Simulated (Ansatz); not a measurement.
Base system: ZrO2 (space group P4_2/nmc, No. 137; a = 3.584 Å, c = 5.177 Å).

Perturbation: cell and atoms relaxed at a pressure of 15 GPa.

Levels (all Ansatz, a quantum-chemistry and plane-wave program, PAW): PBEsol (420 eV, no spin-orbit coupling); r2SCAN (500 eV, no spin-orbit coupling); HSE06 (420 eV, without spin-orbit coupling).

One geometry, relaxed with PBEsol, under each level:

```json
[
 {"level": "PBEsol", "band gap": "3.94 eV", "lowest conduction level above the VBM at special points": "Γ 3.94 eV; X 4.42 eV; R 4.61 eV; Z 4.61 eV", "pressure": "149.9 kbar"},
 {"level": "r2SCAN", "band gap": "4.57 eV", "lowest conduction level above the VBM at special points": "Γ 4.57 eV; X 5.01 eV; R 5.20 eV; Z 5.24 eV", "pressure": "198.2 kbar"},
 {"level": "HSE06", "band gap": "5.68 eV", "lowest conduction level above the VBM at special points": "Γ 5.68 eV; X 6.15 eV; R 6.38 eV", "pressure": "–"}
]
```

Single points use the geometry relaxed with PBEsol. Their cutoffs differ, which shifts pressures a little. HSE06 gaps are upper bounds (no full band path). Load acts through the strain it causes; cell and atoms are relaxed under it. Whether these cells are dynamically stable was not tested. No other phases were tried under pressure. This is not the structure that ZrO2 has at room temperature and ambient pressure.
